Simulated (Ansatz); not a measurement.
These are PBE (plane waves to 420 eV, PAW; Ansatz, a first-principles code) values and carry that method's errors.

Plane-averaged electrostatic potential energy along the normal, in eV from the Fermi level, for F on the 1x1 (111) surface of fcc Ni, ferromagnetic, one in a 1x1 cell, started at the site 'hollow Ni-Ni-Ni over Ni at depth 4.0 Å':

```csv
z (Å),V (eV)
5.38,5.06
5.67,5.06
5.95,5.06
6.23,5.05
6.52,5.05
6.80,5.04
7.08,5.01
7.37,4.96
7.65,4.85
7.93,4.62
8.22,4.15
8.50,3.15
8.78,1.03
9.07,-5.03
9.35,-14.26
9.63,-20.25
9.92,-19.00
10.20,-11.40
10.48,-3.01
10.77,-0.50
11.05,-4.83
11.33,-13.78
11.62,-20.13
11.90,-19.52
12.18,-12.32
12.47,-3.60
12.75,-0.26
13.03,-3.26
13.32,-11.84
13.60,-19.27
13.88,-20.26
14.17,-14.20
14.45,-5.23
14.73,-0.60
15.02,-2.71
15.30,-11.05
15.58,-19.20
15.87,-21.29
16.15,-16.41
16.43,-7.42
16.72,-5.14
17.00,-6.81
17.28,-5.45
17.57,-0.36
17.85,5.80
18.13,7.12
18.42,7.53
18.70,7.65
18.98,7.69
19.27,7.70
19.55,7.71
19.83,7.71
20.12,7.71
20.40,7.71
20.68,7.71
20.97,7.71
21.25,7.71
21.53,7.71
```

Set-up: 5 atoms, 6.0 Å thick at the start under the adsorbate (thin: gaps and levels are the slab's own); mesh 14x14x1; 0.1 eV smearing; dipole correction on; 2 atoms held, the rest relaxed; symmetry of the start imposed; spin-polarised, no spin-orbit, no U, no dispersion correction. At the end it is bonded to 3 Ni. In PBE it is, or lies within 0.03 eV of, the lowest of the starts that converged.

Problem. The surface cell has an area of 5.36 Å². What dipole along the normal does the step between the two vacuum levels imply?

Solution. the top vacuum level lies 2.65 eV above the bottom one; p = −ε₀ A ΔV (ε₀ = 0.005526 e/(V·Å)) gives -0.08 e·Å a cell.
